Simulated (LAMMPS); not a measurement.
Simulation of LiCl (rock salt) with 25 % of Li sites K, 1000 atoms, at 660 K and 0 GPa, heated as the crystal.

All values are model results, not measurements: classical MD, pair style eim, file ffield.eim (LAMMPS).

```csv
r (Å),"g(r), Cl-Li","g(r), Cl-K"
2.220,0.000,0.000
2.260,0.038,0.000
2.300,0.258,0.000
2.340,1.23,0.000
2.380,3.10,0.000
2.420,5.54,0.000
2.460,7.22,0.000
2.500,7.98,0.000
2.540,7.58,0.000
2.580,6.45,0.000
2.620,5.41,0.000
2.660,4.30,0.000
2.700,3.60,0.000
2.740,2.77,0.000
2.780,2.31,0.000
2.820,1.84,0.012
2.860,1.44,0.125
2.900,1.18,0.776
2.940,0.957,2.85
2.980,0.723,6.31
3.020,0.646,8.69
3.060,0.523,9.59
3.100,0.465,8.61
3.140,0.415,6.81
3.180,0.372,5.16
3.220,0.291,3.42
3.260,0.284,2.63
3.300,0.227,1.71
3.340,0.242,1.00
3.380,0.238,0.772
3.420,0.220,0.641
3.460,0.168,0.464
3.500,0.195,0.342
3.540,0.219,0.291
3.580,0.185,0.194
3.620,0.178,0.227
3.660,0.200,0.211
3.700,0.225,0.121
3.740,0.183,0.101
3.780,0.209,0.112
3.820,0.228,0.157
3.860,0.212,0.111
3.900,0.243,0.112
3.940,0.290,0.119
3.980,0.320,0.132
4.020,0.288,0.133
4.060,0.378,0.186
4.100,0.399,0.162
4.140,0.439,0.176
4.180,0.462,0.203
4.220,0.554,0.186
4.260,0.584,0.231
4.300,0.691,0.271
4.340,0.812,0.352
4.380,0.863,0.353
4.420,0.951,0.344
4.460,1.11,0.402
4.500,1.19,0.510
4.540,1.27,0.529
4.580,1.30,0.585
4.620,1.23,0.600
4.660,1.21,0.666
4.700,1.23,0.723
4.740,1.19,0.902
4.780,1.10,0.827
4.820,1.09,0.973
4.860,1.01,0.975
4.900,0.940,0.976
4.940,0.924,1.04
4.980,0.866,0.994
5.020,0.847,0.976
5.060,0.804,1.01
5.100,0.780,0.981
5.140,0.729,1.02
5.180,0.700,0.924
5.220,0.710,0.933
5.260,0.734,0.854
5.300,0.763,0.841
5.340,0.764,0.779
5.380,0.816,0.779
5.420,0.850,0.776
5.460,0.933,0.753
5.500,1.03,0.712
5.540,1.18,0.676
5.580,1.27,0.740
5.620,1.38,0.705
5.660,1.53,0.756
5.700,1.65,0.794
5.740,1.80,0.851
5.780,1.94,0.918
5.820,1.97,0.978
5.860,2.01,1.07
5.900,2.05,1.05
5.940,2.01,1.23
5.980,1.99,1.33
6.020,1.88,1.36
6.060,1.82,1.53
6.100,1.71,1.64
6.140,1.60,1.78
6.180,1.49,1.78
6.220,1.38,1.95
```

The data show:
- state found: solid that has left the starting structure; no diffusion seen in 30 ps
- first peak of g(r), Cl-Li: 2.51 Å, height 8.0
- coordination number of Cl by Li: 3.93 (counted to 3.54 Å)
- coordination number of Li by Cl: 5.23 (counted to 3.54 Å)
- first peak of g(r), Cl-K: 3.06 Å, height 9.6

Caution: the random arrangement on this lattice is imposed, and need not be a phase that exists in equilibrium.
